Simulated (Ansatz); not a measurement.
Take MoS₂ (space group P6_3/mmc, No. 194; layered, stacked along the Cartesian z axis) as the base.

```xyz
6
Lattice="3.1493 0.0000 0.0000 -1.5747 2.7274 0.0000 0.0000 0.0000 12.0895" Properties=species:S:1:pos:R:3 pbc="T T T"
Mo     1.5747     0.9091     9.0671
Mo     0.0000     1.8183     3.0224
S      1.5747     0.9091     4.5882
S      0.0000     1.8183    10.6329
S      0.0000     1.8183     7.5013
S      1.5747     0.9091     1.4565
```

Cartesian axes are those of the cell as printed.

Calculations: plane-wave PAW DFT at the PBE-D3(BJ) level (Ansatz, a first-principles code, 420 eV), spin-orbit coupling left out.

Strains are applied to the cell and any free atomic positions relax.

One change was made to it. Results:

The energy rises by 1.7 meV/atom; the smallest direct gap grows by 0.02 eV to 1.72 eV; the valence-band top at Γ (three highest levels, from the VBM) goes from 0.00, -1.11, -1.29 eV to 0.00, -1.17, -1.22 eV.

**Question.** What was done to the base?
A) uniaxial strain ε_zz = +2.40 %
B) uniaxial strain ε_zz = +1.20 %
C) uniaxial strain ε_zz = +0.60 %

**Answer.** A, uniaxial strain ε_zz = +2.40 %. For comparison, the energy relative to the base in the other runs: uniaxial strain ε_zz = +0.60 % gives +0.1 meV/atom; uniaxial strain ε_zz = +1.20 % gives +0.5 meV/atom.

Whether these cells are dynamically stable was not tested.
